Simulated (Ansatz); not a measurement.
Take HfB2 (space group P6/mmm, No. 191; relaxed with 0.1 eV smearing) as the base.

```xyz
3
Lattice="3.1278 0.0000 0.0000 -1.5639 2.7088 0.0000 0.0000 0.0000 3.4461" Properties=species:S:1:pos:R:3 pbc="T T T"
Hf     0.0000     0.0000     0.0000
B      1.5639     0.9029     1.7230
B      0.0000     1.8058     1.7230
```

Cartesian axes are those of the cell as printed.

Computed with PBEsol/PAW in Ansatz (an electronic-structure program), without spin-orbit coupling.

Before the change:

* **Pressure**: 0.0 GPa

Perturbation: the cell is stretched by 0.50 % along z with no lateral relaxation, atoms relaxed at fixed cell.

Problem. How does this affect the pressure?

Solution. The pressure (mean of the normal stresses, compression positive) goes from zero to -1.2 GPa.

Problem. Predict the new energy relative to the base.

Solution. The energy grows by 0.4 meV/atom.

The cells carry an imposed strain or load. Whether these cells are dynamically stable was not tested. All final runs are without spin polarisation.
